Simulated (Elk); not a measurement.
Band structure of CoSi2 (Fm-3m, 3 atoms in the cell).

```
CoSi2
1.0
    0.00000     2.70264     2.70264
    2.70264     0.00000     2.70264
    2.70264     2.70264     0.00000
Co Si
1 2
Direct
  0.00000   0.00000   0.00000
  0.75000   0.75000   0.75000
  0.25000   0.25000   0.25000
```

Method: PBE, all-electron FP-LAPW, Elk's shipped species files, default APW+lo basis run with Elk.

Settings: xctype = 20; rgkmax = 7; stype = 3; swidth = 0.00499791 Ha; ngridk = 9 9 9; rmtscf = 0.9.

The starting cell comes from a database of computed structures (which also holds hypothetical and non-ambient phases and stackings), without a prior relaxation at this level. Its lattice was rescaled by a random factor within 2.5 % of one. Spin polarisation is off. Values depend on the basis (sphere radii, cutoffs, local orbitals), which need not be converged.

Levels in eV from the Fermi level, bands 9 to 16:
```json
[
 {"point": "Γ", "9": "-1.85", "10": "0.48", "11": "3.32", "12": "3.32", "13": "3.32", "14": "3.47", "15": "3.47", "16": "3.47"},
 {"point": "X", "9": "-1.90", "10": "-1.90", "11": "-1.88", "12": "-1.31", "13": "1.48", "14": "2.95", "15": "9.13", "16": "9.32"},
 {"point": "W", "9": "-2.24", "10": "-1.89", "11": "-1.41", "12": "-0.67", "13": "3.53", "14": "3.53", "15": "5.93", "16": "6.67"},
 {"point": "K", "9": "-2.17", "10": "-1.71", "11": "-1.21", "12": "-0.96", "13": "1.89", "14": "4.99", "15": "5.85", "16": "7.36"},
 {"point": "L", "9": "-1.58", "10": "-1.58", "11": "-0.50", "12": "-0.50", "13": "2.60", "14": "3.36", "15": "3.36", "16": "4.11"},
 {"point": "U", "9": "-2.17", "10": "-1.71", "11": "-1.21", "12": "-0.96", "13": "1.89", "14": "4.99", "15": "5.85", "16": "7.36"}
]
```

Bands cross the Fermi level along this path, so the cell is metallic at this level.
